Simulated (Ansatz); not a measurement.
Base system: SnTe in the rock salt structure (space group Fm-3m, No. 225; a = 6.3712 Å). Axes: x, y, z lie along the cube axes.

Calculations: r2SCAN (Ansatz, a program for electronic structure; PAW; 500 eV plane waves; without spin-orbit coupling), earlier PAW set.

Before the change:

The valley order comes out as L along ⟨111⟩ 0.13 eV; a point along ⟨110⟩, about 0.6 Å⁻¹ from Γ 0.63 eV; a point along ⟨100⟩, about 0.3 Å⁻¹ from Γ 1.00 eV.

One thing is altered: a pure shear with ε_yz = ε_zy = -0.0071; the atoms relax in the strained cell.

Q: Predict the new energy relative to the base.

A: The energy grows by 0.4 meV/atom.

Q: What does the calculation give for the valley order after the change?

A: The valley order (the lowest conduction-band minima on the path, energy above the VBM, named in the base's zone) changes from L along ⟨111⟩ 0.13 eV; a point along ⟨110⟩, about 0.6 Å⁻¹ from Γ 0.63 eV; a point along ⟨100⟩, about 0.3 Å⁻¹ from Γ 1.00 eV to L along [1-1-1] 0.04 eV; L along [1-11] 0.12 eV; a point along [011], about 0.6 Å⁻¹ from Γ 0.53 eV; a point along [01-1], about 0.6 Å⁻¹ from Γ 0.64 eV.

Spin-orbit coupling, missing from the scalar runs, can matter with Te. The levels and masses belong to the bands next to the band gap. No phonon test of stability was made. All final runs are without spin polarisation.
